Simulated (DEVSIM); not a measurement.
System: abrupt Si p-n junction, at 300 K.

| layer (left to right) | material | thickness (μm) | Nd (cm⁻³) | Na (cm⁻³) | τn (s) | τp (s) |
|---|---|---|---|---|---|---|
| 1 | Si | 59.0 | - | 4e17 | 0.00018 | 0.00018 |
| 2 | Si | 0.210 | 3e15 | - | 0.00018 | 0.00018 |

Left contact: ohmic. Right contact: ohmic. Voltage is applied to the left contact. Recombination: SRH at mid-gap. Mobility is μmin + (μ − μmin)/(1 + (N/Nref)^α).

Constants are typed, rounded textbook-type inputs, not results; the design itself was drawn at random and stands for no fabricated device. Values at 300 K.

```
parameter           Si
-------------  -------
gap (eV)         1.124
affinity (eV)     4.05
permittivity      11.7
Nc (cm⁻³)      2.86e19
Nv (cm⁻³)       3.1e19
μn (cm²/Vs)       1417
μp (cm²/Vs)        470
μn,min              52
μp,min              45
Nref,n          9.7e16
Nref,p          2.2e17
αn                0.68
αp                0.72
```

DEVSIM, 1D drift-diffusion, Boltzmann statistics, complete ionisation; no tunnelling, impact ionisation, image-force lowering or self-heating.

Task: Give the dark forward current.

Result: 
| V (V) | J (A/cm²) |
|---|---|
| 0.05 | 4.7e-7 |
| 0.15 | 2.2e-5 |
| 0.20 | 0.00014 |
| 0.30 | 0.0051 |
| 0.40 | 0.18 |
| 0.45 | 0.97 |
| 0.55 | 20 |
| 0.60 | 56 |
| 0.70 | 190 |
| 0.80 | 360 |
| 0.85 | 450 |
| 0.95 | 650 |
| 1.05 | 850 |
| 1.10 | 960 |
| 1.20 | 1200 |
| 1.25 | 1300 |
| 1.35 | 1500 |
| 1.45 | 1700 |
| 1.50 | 1800 |
| 1.60 | 2000 |
